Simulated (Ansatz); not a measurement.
**CoSi: Si → S**

Base system: CoSi (space group P2_13, No. 198; a = 4.3857 Å; non-magnetic).

One thing is altered: full substitution Si → S; the structure is relaxed again.

Computed with DFT with PBEsol, PAW potentials and a 420 eV plane-wave cutoff in Ansatz (a quantum-chemistry and plane-wave program), no spin-orbit coupling. Settings: 10×10×10 k-points, 0.05 eV Fermi–Dirac smearing, for the changed cell.

```json
[
 {"quantity": "density", "base": "6.85 g/cm³", "changed": "6.36 g/cm³", "shift": "-0.49 g/cm³"},
 {"quantity": "shortest interatomic distance", "base": "229.7 pm", "changed": "224.0 pm", "shift": "-5.7 pm"},
 {"quantity": "band gap", "base": "zero", "changed": "zero", "shift": "–"}
]
```

No phonon test of stability was made. As relaxed here, CoS is a hypothetical phase, not in the database extracts checked. Seeded moments were not kept for Si → S and the base. All final runs are without spin polarisation. A zero or small gap of CoSi can be the functional's error rather than a property of the material.
